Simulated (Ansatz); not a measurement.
**PtTe2: energy against strain**

PtTe2 (1T layered, P-3m1, 24.165 Å³/atom at rest, c along z) under a strain ε along c (axis z), the other axes held. PBE-D3(BJ) in Ansatz, a plane-wave DFT program (PAW, default set), 420 eV, 16×16×12 Γ-centred mesh, Fermi-Dirac smearing 0.10 eV; ions are relaxed within the symmetry of each cell.

Here s stands for strain and y for E less E0.

| strain (%) | E less E0 (meV/atom) |
|---|---|
| -3.00 | ? |
| -1.50 | 1.32 |
| -1.00 | 0.56 |
| -0.50 | 0.13 |
| 0.00 | 0.00 |
| 0.50 | 0.16 |
| 1.00 | 0.61 |
| 1.50 | 1.30 |

Q: Using a parabola, estimate the missing y at s = -3.00 from the other rows, showing the fit.

A: Least squares gives y = 0.000 + 0.0050·s + 0.5824·s². Residuals (row less fit): 0.017, -0.017, -0.013, 0.000, 0.012, 0.023, -0.018; standard error 0.021 (degrees of freedom: 4). Twice the quadratic coefficient over the volume, 2 × 0.5824 meV × 10⁴ × 0.1602 / 24.165 Å³, is the elastic constant C33 = 77 ± 1.2 GPa. At the withheld row, y = 0.000 + 0.0050 × (-3.0) + 0.5824 × (-3.0)² = 5.227 meV/atom. The calculation gives 5.68 meV/atom, 0.453 meV/atom above the prediction (8.0 % of the range of y in the table). The row lies outside the fitted rows, so this is an extrapolation. From the scatter of the fitted rows alone, a prediction at this place has a standard error of 0.080 meV/atom, so the miss is 5.7 times that.

One order more, fitted to all 13 runs of the series, follows each within 0.01, so the miss is the next term of a smooth law. In a metal these values are sensitive to mesh and smearing; energies are taken to zero smearing, stresses follow the free energy. Rows are the converged runs of the series near zero and its far end; series whose fitted rows scatter by over a few per cent of the range, as at a crossing or softening among them, aren't shown in this form. Most that stay on the fit to the last digits aren't either.
